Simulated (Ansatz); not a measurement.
## What W → Os does to W2C

The reference is W$_{2}$C (space group P-31m, No. 162; a = 5.201 Å, c = 4.737 Å; a cell from a computed database, its experimental status unchecked).

Modification: every W is replaced by Os, then cell and atoms are relaxed.

Method: PBEsol in Ansatz (plane waves to 420 eV, PAW, without spin-orbit coupling). k-mesh 11×11×9 (Γ-centred); smearing 0.05 eV (Fermi–Dirac), for the changed cell.

```json
[
 {"quantity": "volume per atom", "base": "12.33 Å³", "changed": "11.56 Å³", "shift": "-0.77 Å³"},
 {"quantity": "density", "base": "17.05 g/cm³", "changed": "18.79 g/cm³", "shift": "+1.74 g/cm³"},
 {"quantity": "lattice parameter a", "base": "5.201 Å", "changed": "4.881 Å", "shift": "-0.320 Å"},
 {"quantity": "c/a ratio", "base": "0.911", "changed": "1.033", "shift": "+0.1225"},
 {"quantity": "space group", "base": "P-31m (No. 162)", "changed": "P-31m (No. 162)", "shift": "–"},
 {"quantity": "shortest interatomic distance", "base": "2.088 Å", "changed": "2.078 Å", "shift": "-0.010 Å"},
 {"quantity": "band gap", "base": "zero", "changed": "zero", "shift": "–"}
]
```

Spin-orbit coupling, missing from the scalar runs, can matter with Os. Whether these cells are dynamically stable was not tested. As relaxed here, Os2C is a hypothetical phase, not in the database extracts checked. The final runs are not spin-polarised.

Ansatz is a first-principles code.
